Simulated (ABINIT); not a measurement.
Input and output of a self-consistent single point for Os (P6_3/mmc, 2 atoms in the cell) (ABINIT)

Level of theory: revPBE, PAW (JTH v2.0 PBE PAW, files made for PBE) (plane waves; ABINIT).

This input was run:

```
# Os, JTH v2.0 PBE PAW
pp_dirpath "./"
pseudos "Os.GGA_PBE-JTH.xml"
acell 2.6791237437 2.6791237437 4.2207480000 Angstrom
rprim
         1.0000000000    0.0000000222    0.0000000000
        -0.5000000192    0.8660253927    0.0000000000
         0.0000000000    0.0000000000    1.0000000000
natom 2
ntypat 1
znucl 76
typat 1 1
xred
         0.3333333333    0.6666666667    0.2500000000
         0.6666666667    0.3333333333    0.7500000000
ecut 40 Ry
pawecutdg 80 Ry
pawovlp -1
pawxcdev 0
ixc 14
occopt 6
tsmear 0.1 eV
nband 13
kptopt 1
ngkpt 10 10 5
nshiftk 1
shiftk 0 0 0
nstep 60
tolvrs 1.0e-11
prtwf 0
prtden 0
prtvol 1
```

Log, with long lists cut:

```
 Symmetries : space group P6_3/m m c (#194); Bravais hP (primitive hexag.)

 -outvars: echo values of preprocessed input variables --------
            acell      5.0628101517E+00  5.0628101517E+00  7.9760577959E+00 Bohr
             ecut      2.00000000E+01 Hartree
              ixc          14
         kptrlatt       10    0    0      0   10    0      0    0    5
          kptrlen      3.98802890E+01
            natom           2
            nband          13
            ngfft          24      24      36
          ngfftdg          30      30      48
             nkpt          42
            nstep          60
             nsym          24
           ntypat           1
           occopt           6
        pawecutdg      4.00000000E+01 Hartree
          pawovlp     -1.0000000000E+00
         pawxcdev           0
            rprim      1.0000000000E+00  2.2200000000E-08  0.0000000000E+00
                      -5.0000001920E-01  8.6602539270E-01  0.0000000000E+00
                       0.0000000000E+00  0.0000000000E+00  1.0000000000E+00
          spgroup         194
           tolvrs      1.00000000E-11
           tsmear      3.67493254E-03 Hartree
            typat      1  1
           useylm           1
             xred      3.3333333333E-01  6.6666666667E-01  2.5000000000E-01
                       6.6666666667E-01  3.3333333333E-01  7.5000000000E-01
            znucl       76.00000

== DATASET  1 ==================================================================

 Exchange-correlation functional for the present dataset will be:
  GGA: revPBE functional - ixc=14
 Citation for XC functional:
  Zhang and Yang, PRL 80, 890 (1998)

 Real(R)+Recip(G) space primitive vectors, cartesian coordinates (Bohr,Bohr^-1):
 R(1)=  5.0628102  0.0000001  0.0000000  G(1)=  0.1975188  0.1140375  0.0000000
 R(2)= -2.5314052  4.3845221  0.0000000  G(2)= -0.0000000  0.2280750  0.0000000
 R(3)=  0.0000000  0.0000000  7.9760578  G(3)=  0.0000000  0.0000000  0.1253752
 Unit cell volume ucvol=  1.7705256E+02 bohr^3
 Angles (23,13,12)=  9.00000000E+01  9.00000000E+01  1.20000000E+02 degrees

 Coarse grid specifications (used for wave-functions):

 getcut: wavevector=  0.0000  0.0000  0.0000  ngfft=  24  24  36
         ecut(hartree)=     20.000   => boxcut(ratio)=   2.24199

 Fine grid specifications (used for densities):

 getcut: wavevector=  0.0000  0.0000  0.0000  ngfft=  30  30  48
         ecut(hartree)=     40.000   => boxcut(ratio)=   2.08284

   1.04369941E+03                                ecore*ucvol(ha*bohr**3)

_setup2: Arith. and geom. avg. npw (full set) are     756.054     756.022

--- !BeginCycle
solver: {iscf: 17, nstep: 60, nline: 4, wfoptalg: 10, }
tolerances: {tolvrs: 1.00E-11, }
...

     iter   Etot(hartree)      deltaE(h)  residm     nres2
 ETOT  1  -31.421535671364    -3.142E+01 1.673E-01 1.298E+01
 ETOT  2  -31.431221035530    -9.685E-03 1.381E-02 9.292E-01
 ETOT  3  -31.426829915350     4.391E-03 1.971E-02 3.603E-02
 ETOT  4  -31.426964065423    -1.342E-04 4.180E-04 4.834E-03
 ETOT  5  -31.427018640925    -5.458E-05 2.432E-04 8.098E-05
 ETOT  6  -31.427018406641     2.343E-07 1.761E-04 7.253E-07
 ETOT  7  -31.427018457099    -5.046E-08 1.086E-04 2.106E-07
 ETOT  8  -31.427018457522    -4.234E-10 9.176E-05 5.354E-09
 ETOT  9  -31.427018457564    -4.205E-11 5.568E-05 1.584E-10
 ETOT 10  -31.427018457565    -1.229E-12 4.188E-05 9.844E-13

 At SCF step   10       nres2   =  9.84E-13 < tolvrs=  1.00E-11 =>converged.

 Cartesian components of stress tensor (hartree/bohr^3)
  sigma(1 1)= -1.53130160E-03  sigma(3 2)=  0.00000000E+00
  sigma(2 2)= -1.53130160E-03  sigma(3 1)=  0.00000000E+00
  sigma(3 3)= -1.50894563E-03  sigma(2 1)= -9.44939138E-13

 ----iterations are completed or convergence reached----

 reduced coordinates (array xred) for    2 atoms
       0.333333333333      0.666666666667      0.250000000000
       0.666666666667      0.333333333333      0.750000000000
 cartesian forces (eV/Angstrom) at end:
    1     -0.00000000000000     0.00000000000000    -0.00000000000000
    2      0.00000000000000    -0.00000000000000    -0.00000000000000
 frms,max,avg= 3.6464959E-27 6.3159161E-27   0.000E+00  0.000E+00  0.000E+00 e/A
 length scales=  5.062810151704  5.062810151704  7.976057795925 bohr
              =  2.679123743700  2.679123743700  4.220748000000 angstroms
 Fermi (or HOMO) energy (hartree) =   0.40553   Average Vxc (hartree)=  -0.51363
 Eigenvalues (hartree) for nkpt=  42  k points:
 kpt#   1, nband= 13, wtk=  0.00200, kpt=  0.0000  0.0000  0.0000 (reduced coord)
  -0.02282    0.09182    0.27678    0.27678    0.28851    0.31142    0.31142    0.33622
   0.33622    0.40358    0.46826    0.46826    0.76373
      occupation numbers for kpt#   1
   2.00000    2.00000    2.00000    2.00000    2.00000    2.00000    2.00000    2.00000
   2.00000    1.77321    0.00000    0.00000    0.00000
 prteigrs : prtvol=0 or 1, do not print more k-points.

--- !EnergyTerms
comment             : Components of total free energy in Hartree
kinetic             :  1.32580180665289E+01
hartree             :  8.50262897313596E-01
xc                  : -8.61360090459874E+00
Ewald energy        : -4.14663723067627E+01
psp_core            :  5.89485641205736E+00
local_psp           : -4.94473711267998E+00
spherical_terms     :  3.59458930420718E+00
internal            : -3.14269836439344E+01
'-kT*entropy'       : -3.37285939785415E-05
total_energy        : -3.14270173725283E+01
total_energy_eV     : -8.55172633298757E+02
...

-Cartesian components of stress tensor (GPa)         [Pressure=  4.4833E+01 GPa]
- sigma(1 1)= -4.50524408E+01  sigma(3 2)=  0.00000000E+00
- sigma(2 2)= -4.50524409E+01  sigma(3 1)=  0.00000000E+00
- sigma(3 3)= -4.43947057E+01  sigma(2 1)= -2.78010646E-08

 Calculation completed.
```

The run converged in 10 iterations.

The starting cell comes from a database of computed structures (which also holds hypothetical and non-ambient phases and stackings), without a prior relaxation at this level. Its lattice was rescaled by a random factor within 2.5 % of one. Spin polarisation is off. The potentials were made for another functional than the one used. With a pressure of about 45 GPa the cell is away from its equilibrium volume at this level.

Cost on one core of a shared machine: roughly 40 s.
